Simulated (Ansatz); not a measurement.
Short convergence ladders for MnIr (P4mm, 2 atoms in the cell)

```
CELL_PARAMETERS angstrom
      2.65496     0.00000     0.00000
      0.00000     2.65496     0.00000
      0.00000     0.00000     3.65346
ATOMIC_POSITIONS crystal
  Mn 0.50000 0.50000 0.51369
  Ir 0.00000 0.00000 0.00000
```
Moments meant for the start (each program seeds them in its own way; μB, in the order of the atoms Mn Ir): 4.0 0.0.

Base method: PBEsol, default PAW files made with PBE (plane waves; Ansatz, an electronic-structure program).

Base settings: basis.ecutwfc = 420 eV; kpoints.mp_grid.grid = 12 12 9; hamiltonian.xc = pbesol; hamiltonian.pseudopotentials = {kind: paw} (the program's default PAW files); magnetization.spin_polarized = true; scf.occupations.method = fermi_dirac; scf.occupations.width = 0.1 eV.

The count of work is k-points × plane waves × bands × iterations; it is no time. Core times come from one kind of shared machine, to one figure; runs under 30 s give none.

**The k-point mesh at a smearing width of 0.02 eV**

In this ladder: scf.occupations.width = 0.02 eV.

Only quantities that move along the ladder and can be compared are tabulated.

The magnetic state is not the same in all runs (site moments differ, or a search went on to a lower state), so steps between rows are not convergence errors alone.

| kpoints.mp_grid.grid | free energy less the last step's (meV/atom) | pressure (GPa) | largest difference of a force vector from the last step's (eV/Å) | net moment (μB/atom) | count of work / last |
|---|---|---|---|---|---|
| 4 4 3 | -81.34 | -7.05 | 0.092 | 0.917 | 0.0091 |
| 5 5 4 | 4.35 | -11.33 | 0.080 | 0.499 | 0.016 |
| 6 6 5 | 3.32 | -11.02 | 0.050 | 0.485 | 0.028 |
| 8 8 6 | 2.68 | -9.23 | 0.052 | 0.609 | 0.049 |
| 9 9 7 | 7.04 | -11.05 | 0.076 | 0.471 | 0.076 |
| 11 11 8 | -1.57 | -10.04 | 0.004 | 0.565 | 0.099 |
| 13 13 10 | -1.52 | -9.62 | 0.019 | 0.603 | 0.14 |
| 29 29 21 | 0.00 | -9.97 | 0.000 | 0.577 | 1.0 |

Coarsest kpoints.mp_grid.grid that holds the net moment within 0.05 μB/atom: not settled: the last two steps still differ by 0.026 μB/atom, over half the tolerance, so the ladder does not show it.

**The width of Fermi-Dirac smearing**

In this ladder: kpoints.mp_grid.grid = 20 20 15.

Narrow widths need finer meshes than wide ones, so the last steps can hold mesh noise.

Only quantities that move along the ladder and can be compared are tabulated; pressure and forces are left out, as mesh noise rules them at narrow widths.

The magnetic state is not the same in all runs (site moments differ, or a search went on to a lower state), so steps between rows are not convergence errors alone.

| scf.occupations.width | free energy less the last step's (meV/atom) | energy extrapolated to zero width less the last step's (meV/atom) | net moment (μB/atom) | core time / last (rough) |
|---|---|---|---|---|
| 1 eV | -2038.15 | -176.96 | 0.000 | 1 |
| 0.5 eV | -515.54 | 20.47 | 0.000 | 2 |
| 0.3 eV | -159.84 | 15.72 | 0.485 | 1 |
| 0.2 eV | -56.23 | 5.58 | 0.581 | 1.0 |
| 0.1 eV | 0.00 | 0.00 | 0.589 | 1 |

Widest scf.occupations.width that holds the energy extrapolated to zero width within 2 meV/atom: not settled: the last two steps still differ by 5.6 meV/atom, over half the tolerance, so the ladder does not show it.

Widest scf.occupations.width that holds the net moment within 0.02 μB/atom of the last step, with all finer ones: 0.2 eV; the step before is off by 0.10 μB/atom.

Widest scf.occupations.width that holds the free energy within 5 meV/atom: not settled: the last two steps still differ by 56 meV/atom, over half the tolerance, so the ladder does not show it.

**The width of cold smearing**

In this ladder: kpoints.mp_grid.grid = 20 20 15; scf.occupations.method = cold.

Narrow widths need finer meshes than wide ones, so the last steps can hold mesh noise.

Only quantities that move along the ladder and can be compared are tabulated; pressure and forces are left out, as mesh noise rules them at narrow widths.

```tsv
scf.occupations.width	free energy less the last step's (meV/atom)	net moment (μB/atom)	core time / last (rough)
1 eV	23.49	0.624	3
0.5 eV	7.62	0.592	1
0.3 eV	2.07	0.583	1
0.2 eV	0.77	0.576	1
0.1 eV	0.23	0.563	1
0.05 eV	0.00	0.560	1
```

Widest scf.occupations.width that holds the net moment within 0.05 μB/atom of the last step, with all finer ones: 0.5 eV; the step before is off by 0.064 μB/atom.

Widest scf.occupations.width that holds the free energy within 1 meV/atom of the last step, with all finer ones: 0.2 eV; the step before is off by 2.1 meV/atom.

On the base run: the starting cell comes from a database of computed structures (which also holds hypothetical and non-ambient phases and stackings), without a prior relaxation at this level. Its lattice was rescaled by up to half a per cent. One atom was moved a little off its site on purpose. With one magnetic atom in the cell only a parallel order is possible. In the base run, with a pressure of about -10 GPa the cell is away from its equilibrium volume at this level. Ansatz's pressure includes its estimate of the finite-basis (Pulay) stress.

Left out of this page: 4 runs of the series outside the window shown, repeating another row's setting, or not comparable.

Keys are those of Ansatz 0.2.
